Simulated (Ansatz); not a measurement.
Cost and result by functional for the ionisation potential of the (0001) surface of alpha Ga2O3 (a metastable polymorph) in its 1x1 cell (cut with top plane Ga, bottom plane Ga), relaxed from an ideal cut (the real face may reconstruct), outermost plane spacing 0.61 Å in the ideal cut (one of several cuts of this face), with 2 Ga a cell over the bulk's ratio, in Ansatz (plane waves, PAW). Single points on the PBE structure, on one kind of machine; costs are rough ratios of the slab run's core time (references not counted) to the cheapest single point. r2SCAN's cost holds its higher cutoff (500 against 420 eV). Differences are taken against r2SCAN for comparison alone: no measured value is at hand, so the table doesn't rank accuracy.

Slab: 27 atoms, Ga12O15, 12.0 Å thick at the start; k 6x6x1, smearing 0.025 eV, dipole-corrected; all atoms relaxed; symmetry of the start imposed; no spin (no spin-polarised run to compare, though such a face may carry moments), no spin-orbit, no U. The slab shows no gap over 0.04 eV on its mesh. These notes are the PBE run's.

| functional | relative cost | ionisation potential (eV) | less r2SCAN (eV) |
|---|---|---|---|
| PBEsol | 1 | 7.23 | -0.49 |
| LDA | 1 | 7.39 | -0.33 |
| RPBE | 1 | 7.11 | -0.61 |
| r2SCAN | 2 | 7.72 | 0.00 |
| PBE (the relaxed run's value) | – | 7.18 | -0.54 |

The values span 0.61 eV, while the single points' costs differ by a factor of roughly 2. Differences are of unrounded values.

Ansatz is an electronic-structure program.
